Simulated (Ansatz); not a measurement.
System: L1₂ (Cu3Au-type) Al3Sc. Method: PBE in Ansatz (plane waves, PAW).

Settings: plane-wave cutoff 520 eV, 14×14×14 k mesh, Fermi–Dirac smearing 0.05 eV, scalar-relativistic PAW data made under PBE.

Computed at the level's own relaxed cell.

What does this level give for the equilibrium volume per atom, bulk modulus, equilibrium lattice constant a and pressure derivative B′ of the bulk modulus?


* **equilibrium volume per atom**: 17.30 Å³/atom
* **bulk modulus**: 86.6 GPa
* **equilibrium lattice constant a**: 4.106 Å
* **pressure derivative B′ of the bulk modulus**: 4.2

The run finds no gap.

Measured, for comparison: equilibrium volume per atom 17.27 Å³/atom, lattice constant a 4.103 Å (room temperature, no zero-point or thermal correction; as tabulated in A Combined Experimental and First-Principles Based Assessment of …); bulk modulus 91.5 ± 1 GPa (298 K, no zero-point or thermal correction, polycrystal; as tabulated in A Combined Experimental and First-Principles Based Assessment of …). Computed (rounded) less measured: equilibrium volume per atom +0.2 %, bulk modulus -5 %, lattice constant a +0.1 %.

Computed values are for the static lattice.

Computing time: very roughly 90 core-seconds.

Ansatz is a quantum-chemistry and plane-wave program.
